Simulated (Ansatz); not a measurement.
Take CdS in the zinc blende structure (space group F-43m, No. 216; a = 5.878 Å) as the base. Axes: x, y, z lie along the cube axes.

All numbers come from plane-wave PAW DFT at the r2SCAN level (Ansatz, a first-principles code, 500 eV), no spin-orbit coupling.

Before the change:

| Quantity | Result |
|---|---|
| Band gap | 1.54 eV |
| Pressure | 0.00 GPa |

Perturbation: the cell is stretched by 0.73 % along y with no lateral relaxation, atoms relaxed at fixed cell.

**Question.** How does this affect the band gap and pressure?

**Answer.** The band gap drops by 0.02 eV to 1.52 eV; the pressure (mean of the normal stresses, compression positive) goes from zero to -0.43 GPa.

The cells carry an imposed strain or load. Whether these cells are dynamically stable was not tested.
